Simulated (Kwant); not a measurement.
Model system: Ge/Si0.2Ge0.8 stack with 1 barrier. One parabolic valley. Leads of mass 0.12 mₑ with the band edge at 0; grid 0.1 nm; bias 0 V, dropping linearly over the stack.

```csv
layer,thickness (nm),band offset (eV),mass (mₑ)
1,2.6,0.12,0.14
```

Constants are typed, rounded textbook-type inputs, not results; the design itself was drawn at random and stands for no fabricated device.

Computed with Kwant: one-band effective-mass tight-binding model in one dimension, coherent, no space charge.

Q: Work out the transmission below the barrier top from T = 1/(1 + ((ζ + 1/ζ)/2)² sinh²(κa)), ζ = (k/m_lead)/(κ/m_barrier).

A: E = 0.02331 eV: k = 0.2710 nm⁻¹, κ = 0.5961 nm⁻¹, ζ = 0.5303, T = 0.119. The simulation gives 0.119, the same within the digits that matter. E = 0.05964 eV: k = 0.4334 nm⁻¹, κ = 0.4709 nm⁻¹, ζ = 1.074, T = 0.292. The simulation gives 0.292, the same within the digits that matter. E = 0.09144 eV: k = 0.5366 nm⁻¹, κ = 0.3240 nm⁻¹, ζ = 1.932, T = 0.427. The simulation gives 0.427, the same within the digits that matter. What differs comes from the grid.
